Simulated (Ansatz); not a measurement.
We consider KSrH₃ (model structure, started from the KMgH3 type, Pm-3m, No. 221, 5 atoms in the cell), described by r²SCAN+SOC in Ansatz (PAW).

Run with plane-wave cutoff 560 eV, 8×8×8 k mesh, Fermi–Dirac smearing 0.01 eV, PAW data made under PBE.

Cell (relaxed with PBEsol):

```xyz
5
Lattice="4.7194 0.0000 0.0000 0.0000 4.7194 0.0000 0.0000 0.0000 4.7194" Properties=species:S:1:pos:R:3 pbc="T T T"
K      0.0000     0.0000     0.0000
Sr     2.3597     2.3597     2.3597
H      2.3597     0.0000     2.3597
H      0.0000     2.3597     2.3597
H      2.3597     2.3597     0.0000
```

**Question.** Give the computed band gap, smallest direct gap on the k points sampled and Γ–Γ gap.

**Answer.** 
- band gap: 3.13 eV (indirect)
- smallest direct gap on the k points sampled: 3.20 eV
- Γ–Γ gap: 7.85 eV

Note: the relaxation could raise the start's symmetry but not lower it, so the cell can be a saddle point; cell and atoms aren't relaxed at this level (pressure 0.6 GPa).

Computed values are for the static lattice.

A model structure was made by putting elements into a prototype or built by hand; it is no filed structure, need not be a known phase, and can be a saddle point held by its symmetry.

Ansatz is a first-principles code.
